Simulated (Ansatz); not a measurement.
Take SiC in the zinc blende structure (space group F-43m, No. 216; a = 4.380 Å) as the base.

Calculations: PBE (Ansatz, a quantum-chemistry and plane-wave program), no spin-orbit coupling, earlier PAW set.

Base values:

| Item | Value |
|---|---|
| Width of the top valence band | 4.63 eV |
| Smallest direct gap | 4.53 eV |
| Electron mass | 0.68 mₑ along k, 0.23 mₑ across (at X) |

Modification: an isotropic linear strain of +0.57 %, atoms relaxed at fixed cell.

Question: What happens to the width of the top valence band, mean gap deformation potential ΔEg/Δln V, smallest direct gap and electron mass?

Answer: The width of the top valence band decreases by 0.065 eV to 4.57 eV; the mean gap deformation potential ΔEg/Δln V amounts to +0.9 eV; the smallest direct gap falls by 0.018 eV, from 4.53 eV to 4.52 eV; the electron mass remains 0.68 mₑ along k, 0.23 mₑ across (at X).

Masses are band curvatures over ±0.01 Å⁻¹ around the edge. Along k means along the line from Γ to the band edge. Stability against distortions was not tested.
